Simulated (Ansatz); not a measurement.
Results of G0W0@PBEsol+SOC (Ansatz, a first-principles code, plane waves, hard PAW, contour deformation, complete-basis limit, spin–orbit shift from PBEsol) for RbMgH3 (P6₃/mmc, No. 194, 30 atoms in the cell; start mp-23738).

Settings: largest k mesh 6×6×2 (not extrapolated in the mesh).

Cell (relaxed with PBEsol):

```yaml
crystal:
  lattice:
    - [5.83944, 0.00000, 0.00000]
    - [-2.91972, 5.05710, 0.00000]
    - [0.00000, 0.00000, 14.19802]
  atoms:
    - { symbol: Rb, position: [0.00000, 0.00000, 0.25000] }
    - { symbol: Rb, position: [0.00000, 0.00000, 0.75000] }
    - { symbol: Rb, position: [0.66667, 0.33333, 0.90528] }
    - { symbol: Rb, position: [0.33333, 0.66667, 0.09472] }
    - { symbol: Rb, position: [0.33333, 0.66667, 0.40528] }
    - { symbol: Rb, position: [0.66667, 0.33333, 0.59472] }
    - { symbol: Mg, position: [0.66667, 0.33333, 0.34606] }
    - { symbol: Mg, position: [0.33333, 0.66667, 0.65394] }
    - { symbol: Mg, position: [0.33333, 0.66667, 0.84606] }
    - { symbol: Mg, position: [0.66667, 0.33333, 0.15394] }
    - { symbol: Mg, position: [0.00000, 0.00000, 0.00000] }
    - { symbol: Mg, position: [0.00000, 0.00000, 0.50000] }
    - { symbol: H, position: [0.95691, 0.47845, 0.25000] }
    - { symbol: H, position: [0.04309, 0.52155, 0.75000] }
    - { symbol: H, position: [0.47845, 0.95691, 0.75000] }
    - { symbol: H, position: [0.52155, 0.04309, 0.25000] }
    - { symbol: H, position: [0.52155, 0.47845, 0.25000] }
    - { symbol: H, position: [0.47845, 0.52155, 0.75000] }
    - { symbol: H, position: [0.83426, 0.66851, 0.42016] }
    - { symbol: H, position: [0.16574, 0.33149, 0.57984] }
    - { symbol: H, position: [0.16574, 0.83426, 0.92016] }
    - { symbol: H, position: [0.83426, 0.16574, 0.07984] }
    - { symbol: H, position: [0.33149, 0.16574, 0.42016] }
    - { symbol: H, position: [0.66851, 0.83426, 0.57984] }
    - { symbol: H, position: [0.16574, 0.33149, 0.92016] }
    - { symbol: H, position: [0.83426, 0.66851, 0.07984] }
    - { symbol: H, position: [0.83426, 0.16574, 0.42016] }
    - { symbol: H, position: [0.16574, 0.83426, 0.57984] }
    - { symbol: H, position: [0.66851, 0.83426, 0.92016] }
    - { symbol: H, position: [0.33149, 0.16574, 0.07984] }
```

### Question
Give the computed band gap.

### Answer

- band gap: 4.74 eV

Note: spin–orbit coupling enters as the shift of the gap found with a semilocal functional.

Static lattice: no zero-point or thermal effects.

A start named mp-… is a Materials Project structure, which need not be a measured phase.
